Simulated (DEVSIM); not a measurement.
System: Al/Al2O3/p-Si capacitor, at 300 K.

```csv
layer (left to right),material,thickness (nm),Na (cm⁻³)
1,Al2O3,3.80,-
2,Si,1500,1.4e17
```

Metal gate on the left, work function 4.1 eV. Fixed charge at the semiconductor interface 0 cm⁻² (in units of +e); no interface traps.

The device is made up for the run: typed textbook-type constants, with dimensions and the other settings drawn at random. Values at 300 K.

| parameter | Al2O3 | Si |
|---|---|---|
| gap (eV) | 6.8 | 1.124 |
| affinity (eV) | 1.35 | 4.05 |
| permittivity | 9 | 11.7 |
| Nc (cm⁻³) | - | 2.86e19 |
| Nv (cm⁻³) | - | 3.1e19 |

Model (solved in DEVSIM): 1D Poisson equation in equilibrium, Boltzmann statistics, complete ionisation; no quantum confinement or tunnelling. Metal contacts follow the ideal Schottky-Mott rule: no Fermi-level pinning, no interface dipoles.

The Al2O3 thickness was swept, all else fixed.

```csv
Al2O3 thickness (μm),threshold voltage (band bending 2φF) (V),minimum of the low-frequency capacitance (μF/cm²),capacitance of the dielectric stack (μF/cm²)
0.0015,-0.05,0.128,5.31
0.0021,-0.04,0.128,3.79
0.0027,-0.02,0.126,2.95
0.0032,-0.01,0.124,2.49
0.0038,0.01,0.122,2.10
0.0046,0.03,0.121,1.73
```

From the first row to the last the threshold voltage (band bending 2φF) goes from -0.05 to 0.03. From the first row to the last the minimum of the low-frequency capacitance goes from 0.128 to 0.121.
